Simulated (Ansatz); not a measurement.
Worked example: self-consistent single point of BiSeBr (Pnma, 12 atoms in the cell) in Ansatz (an electronic-structure program).

Computed with r2SCAN, default PAW files made with PBE (plane waves; Ansatz).

```
BiSeBr
1.0
    8.56274     0.00000     0.00000
    0.00000     4.16685     0.00000
    0.00000     0.00000    11.01651
Bi Se Br
4 4 4
Cartesian
  7.56578   1.04171   1.46244
  0.99696   3.12514   9.55407
  5.27833   3.12514   6.97070
  3.28441   1.04171   4.04581
  2.72612   3.12514   5.95244
  5.83662   1.04171   5.06407
  1.55525   1.04171   0.44419
  7.00749   3.12514  10.57232
  0.21424   3.12514   3.34748
  8.34850   1.04171   7.66903
  4.06713   1.04171   8.85573
  4.49561   3.12514   2.16078
```

Reference input (self-consistent single point, DFT, LDA (PW92), plane waves, default PAW files made with PBE): basis.ecutwfc = 420 eV; kpoints.mp_grid.grid = 3 7 3; kpoints.mp_grid.shift = 0.5 0.5 0.5; hamiltonian.xc = lda; hamiltonian.pseudopotentials = {kind: paw} (the program's default PAW files); scf.occupations.method = fermi_dirac; scf.occupations.width = 0.05 eV. This run's input differs from it in these lines:

Ansatz 0.2 input:
```diff
@@ -19,3 +19,3 @@
 basis:
-  ecutwfc: 420.0 eV
+  ecutwfc: 500.0 eV
 kpoints:
@@ -23,3 +23,3 @@
 hamiltonian:
-  xc: lda
+  xc: r2scan
   pseudopotentials: { kind: paw }
```

Output (repeated stretches shortened):

```
SCF iter   1: F=—  HF=-82735.661793 eV  |F-HF|=—  |Δ(HF+E_count)|=         —  Δρ=4.31e-3  dr2=1.49e-1  dr2_τ=3.63e-2  ethr=1.77e-3  ⟨swp⟩=7.9  Hψ=6488  notcnv=0  defer=31
all-band conjugate gradients solve this SCF's bands
preconditioner: auto → Resta (q_TF=auto, 2.329 Å⁻¹)
SCF iter   2: F=—  HF=-82735.676234 eV  |F-HF|=—  |Δ(HF+E_count)|=   1.44e-2  Δρ=2.05e-3  dr2=2.22e-2  dr2_τ=1.09e-3  ethr=9.77e-5  ⟨swp⟩=2.0  Hψ=2293  notcnv=0  defer=138
   [... lines left out ...]
SCF iter   6: F=—  HF=-82735.678125 eV  |F-HF|=—  |Δ(HF+E_count)|=   3.61e-4  Δρ=1.64e-5  dr2=1.38e-6  dr2_τ=6.63e-8  ethr=1.01e-8  ⟨swp⟩=3.0  Hψ=2550  notcnv=0  defer=138
SCF iter   7: F=—  HF=-82735.678126 eV  |F-HF|=—  |Δ(HF+E_count)|=   1.17e-6  Δρ=4.30e-6  dr2=1.05e-7  dr2_τ=2.16e-9  ethr=9.06e-10  ⟨swp⟩=2.0  Hψ=1864  notcnv=0  defer=138
SCF iter   8: F=-82735.678126 eV  HF=-82735.678126 eV  |F-HF|=1.46e-11  |Δ(HF+E_count)|=   6.88e-8  Δρ=1.11e-6  dr2=6.16e-9  dr2_τ=1.70e-10  ethr=6.58e-11  ⟨swp⟩=12.7  Hψ=6706  notcnv=0
SCF 1 converged in 8 iterations: F = -82735.678126 eV  dr2 = 6.16e-9
Free energy (F): -82735.678126 eV
Internal energy: -82735.678126 eV  (E = F + TS)
E sigma→0 (E₀):  -82735.678126 eV
Fermi energy:    5.997428 eV
--- Forces (eV/Å), atoms counted from 1 ---
  atom   1  Bi     0.15216923     0.00000000    -0.15260992
  atom   2  Bi    -0.15216923     0.00000000     0.15260992
  atom   3  Bi    -0.15216923     0.00000000    -0.15260992
  atom   4  Bi     0.15216923     0.00000000     0.15260992
  atom   5  Se     0.19035902     0.00000000    -0.06936320
  atom   6  Se    -0.19035902     0.00000000     0.06936320
  atom   7  Se    -0.19035902     0.00000000    -0.06936320
  atom   8  Se     0.19035902     0.00000000     0.06936320
  atom   9  Br     0.00460256     0.00000000    -0.07058337
   [... lines left out ...]
  atom  12  Br     0.00460256     0.00000000     0.07058337
--- Stress (GPa, compression-positive) ---
       -1.309010       0.000000       0.000000
        0.000000      -1.044054       0.000000
        0.000000       0.000000      -1.112214
  P = ⅓ Tr σ = -1.1551 GPa (-11.551 kbar)
  The stress holds the Pulay correction. Without it, at fixed plane waves, as pw.x and ABINIT print it: P = -1.1730 GPa
```

The run converged in 8 iterations. Against the reference run the pressure goes from -3.49 to -1.16 GPa, the largest force goes from 0.280 to 0.216 eV/Å and the gap on the mesh goes from 1.770 to 2.217 eV.

The starting cell comes from a database of computed structures (which also holds hypothetical and non-ambient phases and stackings), without a prior relaxation at this level. Spin-orbit coupling is off. Ansatz's pressure includes its estimate of the finite-basis (Pulay) stress. The shifted mesh does not hold Γ, so a gap read on it misses any band edge there.

Cost on one core of a shared machine: roughly 50 s.
